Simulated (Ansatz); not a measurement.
Consider a periodic stack without vacuum, rock-salt HfN (1 1 1) on wurtzite ZnO (1 0 0) (film strained to the substrate, started from cuts of the bulks and a machine-learned relaxation; slabs Zn10O10 and Hf8N8, which can lie off the formulas): substrate slab Zn10O10, film Hf8N8, surface cells [[0, 1], [-1, 0]] and [[-1, 2], [-1, 0]], film strained by -5.0 and +2.0 %, outermost planes OZn/OZn and N/Hf as cut, which need not be the usual terminations and can put a slab off its formula. Its start:

```xyz
36
Lattice="5.2938 0.0000 -0.0880 0.0000 3.2795 0.0805 -1.7701 0.6608 26.2351" Properties=species:S:1:pos:R:3 pbc="T T T"
Zn     2.3445     2.1809     2.1118
Zn    -0.4293     0.5193     1.0629
O      4.3326     2.1206     2.1387
O      1.6928     0.5636     1.1171
Zn     2.4282     0.3664     4.9337
Zn    -0.2384     2.0173     4.0715
O      4.4298     0.3556     4.9051
O      1.7670     2.0322     4.0167
Zn     2.4713     1.8959     7.8368
Zn    -0.1871     0.2778     6.8684
O      4.4740     1.8947     7.7772
O      1.8211     0.2805     6.8485
Zn     2.5186     0.1783    10.6593
Zn    -0.1424     1.8461     9.7302
O      4.5174     0.1824    10.5739
O      1.8635     1.8413     9.7640
Zn     2.4847     1.7528    13.7027
Zn    -0.0338     0.1486    12.4706
O     -0.6512     1.7624    13.5109
O      1.9623     0.1396    12.6334
Hf    -0.4350     1.7254    15.5268
Hf     2.2931     3.3172    17.1375
Hf     3.1809     1.6039    19.8488
Hf     0.5062     3.2471    19.7654
Hf     1.4837     1.5317    22.5005
Hf    -1.1274     3.1697    22.5822
Hf    -0.1495     1.4415    25.2131
Hf     2.4813     3.0961    25.0301
N      0.3673     3.3467    16.3626
N      2.8141     1.7095    15.7635
N      3.9021     3.2731    18.7151
N      1.4670     1.6392    18.5652
N      2.2893     3.2089    21.2097
N     -0.2709     1.5707    21.1557
N      0.6326     3.1285    23.8741
N      3.3540     1.4907    23.7464
```

The start was prepared with a machine-learned potential, and the result is one local minimum, with the in-plane cell held and forces under 0.04 eV/Å; the film can end far from its bulk form.

Calculation: PBE (plane waves to 420 eV, PAW; Ansatz, a first-principles code). Spin–orbit coupling is left out; the runs are not spin-polarised; PBE gaps are too small against experiment. Its k-point mesh 6×9×1, Fermi–Dirac width 0.05 eV.

Problem. Predict the relaxed interface.

Solution. 
- interface area: 17.4 Å²
- period: 26.20 Å
- heights between the nearest atoms of the two slabs at the two interfaces: 1.74 and 1.95 Å
- Hf–Zn contacts across the interfaces within 1.22 times the sum of covalent radii: 10, mean 3.25 Å
- Hf–O contacts across the interfaces within 1.22 times the sum of covalent radii: 2, mean 2.03 Å
- N–Zn contacts across the interfaces within 1.22 times the sum of covalent radii: 1, mean 2.10 Å
